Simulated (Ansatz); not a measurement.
Ansatz (an electronic-structure program) run on Hg (Imma, 2 atoms in the cell): self-consistent single point.

Computed with LDA (PW92), default PAW files made with PBE (plane waves; Ansatz).

The change in words: lattice scaled by 0.98; kpoints.mp_grid.grid: 12 12 12 → 9 9 9. Reference geometry:
```
Hg
1.0
   -2.91511     2.91511     1.56469
    2.91511    -2.91511     1.56469
    2.91511     2.91511    -1.56469
Hg
2
Direct
  0.76598   0.26598   0.50000
  0.00000   0.00000   0.00000
```

Reference input (self-consistent single point, DFT, LDA (PW92), plane waves, default PAW files made with PBE): basis.ecutwfc = 30.9 Ry; kpoints.mp_grid.grid = 12 12 12; hamiltonian.xc = lda; hamiltonian.pseudopotentials = {kind: paw} (the program's default PAW files); scf.occupations.method = gaussian; scf.occupations.width = 0.0073 Ry. This run's input differs from it in these lines:

Ansatz 0.2 input:
```diff
@@ -2,7 +2,7 @@
   lattice:
-    - [-2.91510600, 2.91510600, 1.56469200]
-    - [2.91510600, -2.91510600, 1.56469200]
-    - [2.91510600, 2.91510600, -1.56469200]
+    - [-2.85680400, 2.85680400, 1.53339800]
+    - [2.85680400, -2.85680400, 1.53339800]
+    - [2.85680400, 2.85680400, -1.53339800]
   atoms:
-    - { symbol: Hg, position_ang: [0.00000000, 2.91510600, 0.83234730] }
+    - { symbol: Hg, position_ang: [0.00000000, 2.85680400, 0.81570027] }
     - { symbol: Hg, position_ang: [0.00000000, 0.00000000, 0.00000000] }
@@ -11,3 +11,3 @@
 kpoints:
-  mp_grid: { grid: [12, 12, 12] }
+  mp_grid: { grid: [9, 9, 9] }
 hamiltonian:
```

Log, with long lists cut:

```
SCF iter   1: F=—  HF=-27044.830110 eV  |F-HF|=—  |Δ(HF+E_count)|=         —  Δρ=4.85e-3  dr2=8.74e-3  ethr=1.77e-3  ⟨swp⟩=5.8  Hψ=11670  notcnv=0
all-band conjugate gradients solve this SCF's bands
preconditioner: auto → Kerker (q_TF=auto, 2.628 Å⁻¹)
SCF iter   2: F=—  HF=-27044.828876 eV  |F-HF|=—  |Δ(HF+E_count)|=   1.23e-3  Δρ=2.33e-3  dr2=1.65e-3  ethr=2.19e-5  ⟨swp⟩=2.1  Hψ=5052  notcnv=0
SCF iter   3: F=—  HF=-27044.828323 eV  |F-HF|=—  |Δ(HF+E_count)|=   5.53e-4  Δρ=4.87e-4  dr2=4.39e-5  ethr=4.11e-6  ⟨swp⟩=2.1  Hψ=4193  notcnv=0
SCF iter   4: F=—  HF=-27044.828326 eV  |F-HF|=—  |Δ(HF+E_count)|=   3.14e-6  Δρ=6.35e-5  dr2=2.07e-6  ethr=1.10e-7  ⟨swp⟩=2.7  Hψ=5262  notcnv=0
SCF iter   5: F=—  HF=-27044.828326 eV  |F-HF|=—  |Δ(HF+E_count)|=   6.65e-8  Δρ=2.25e-5  dr2=2.78e-7  ethr=5.18e-9  ⟨swp⟩=2.4  Hψ=4867  notcnv=0
SCF iter   6: F=-27044.828326 eV  HF=-27044.828326 eV  |F-HF|=8.59e-9  |Δ(HF+E_count)|=   1.60e-8  Δρ=5.03e-6  dr2=1.75e-8  ethr=2.50e-10  ⟨swp⟩=4.4  Hψ=10174  notcnv=0
SCF 1 converged in 6 iterations: F = -27044.828326 eV  dr2 = 1.75e-8
Free energy (F): -27044.828326 eV
Internal energy: -27044.825647 eV  (E = F + TS)
E sigma→0 (E₀):  -27044.826987 eV
Entropy (-TS):   -0.002679 eV (-1.340 meV/atom)
Fermi energy:    13.386828 eV
--- Forces (eV/Å), atoms counted from 1 ---
  atom   1  Hg     0.00000000     0.00000000     0.00378709
  atom   2  Hg     0.00000000     0.00000000    -0.00378709
--- Stress (GPa, compression-positive) ---
       -2.719987       0.000000       0.000000
        0.000000      -2.997619       0.000000
        0.000000       0.000000      -2.479236
  P = ⅓ Tr σ = -2.7323 GPa (-27.323 kbar)
  The stress holds the Pulay correction. Without it, at fixed plane waves, as pw.x and ABINIT print it: P = -2.7658 GPa
```

The run converged in 6 iterations. Against the reference run the free energy drops by 36.5 meV/atom, the pressure goes from -4.38 to -2.73 GPa and the largest force moves little (0.005 to 0.004 eV/Å).

The starting cell comes from a database of computed structures (which also holds hypothetical and non-ambient phases and stackings), without a prior relaxation at this level. Its lattice was rescaled by up to half a per cent. One atom was moved a little off its site on purpose. For this run, on top of that: lattice scaled by 0.98. Ansatz's pressure includes its estimate of the finite-basis (Pulay) stress.
